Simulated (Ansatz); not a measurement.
Ge under a change: uniaxial strain ε_xx = −4.19 %

The reference is Ge in the diamond structure (space group Fd-3m, No. 227; a = 5.676 Å). Axes: x, y, z lie along the cube axes.

Now apply this change: uniaxial strain ε_xx = −4.19 %, all other strain components held at zero; the atoms relax in the strained cell.

Level of theory: PBEsol (Ansatz, a program for electronic structure), no spin-orbit coupling. k-mesh 14×14×14 (Γ-centred); smearing 0.05 eV (Fermi–Dirac).

| quantity | base | changed | shift |
|---|---|---|---|
| volume per atom | 22.86 Å³ | 21.90 Å³ | -0.96 Å³ |
| space group | Fd-3m (No. 227) | I4_1/amd (No. 141) | – |
| shortest interatomic distance | 2.458 Å | 2.424 Å | -0.034 Å |
| energy relative to the base (free energy F) | 0 meV/atom | +15 meV/atom | +15 meV/atom |
| pressure (mean of the normal stresses, compression positive) | 0.0 GPa | 3.1 GPa | +3.16 GPa |
| band gap | zero | zero | – |
| stress (xx, yy, zz, yz, xz, xy; compression positive) (rough) | – | (5.0, 2.2, 2.2, 0.0, 0.0, 0.0) GPa | – |

Without a gap, meshes like the base's 14×14×14 leave anisotropic stresses uncertain by several tenths of a GPa, and small strain energies with them. No phonon test of stability was made. A zero or small gap of Ge can be the functional's error rather than a property of the material.
